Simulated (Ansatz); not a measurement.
For InP (model structure, started from the litharge type, P4/nmm, No. 129, 4 atoms in the cell), PBE (Ansatz, a quantum-chemistry and plane-wave program, plane waves, PAW) gives:

| Property | Value |
|---|---|
| lattice parameter a | 3.435 Å |
| c axis length | 7.766 Å |

**Question.** What does PBE-D3(BJ) in Ansatz (PAW) give for the same quantities?

**Answer.** 
- lattice constant a: 3.370 Å (falls by 1.9 %)
- lattice parameter c: 7.602 Å (decreases by 2.1 %)

Changes are worked out from the printed values.

Unless a cell is named, each level is at its own relaxed cell (PBE 22.91, PBE-D3(BJ) 21.58 Å³/atom).

Ansatz's density-functional and Hartree–Fock values are scalar-relativistic unless marked +SOC, with PAW data made under PBE.

A model structure was made by putting elements into a prototype or built by hand; it is no filed structure, need not be a known phase, and can be a saddle point held by its symmetry.
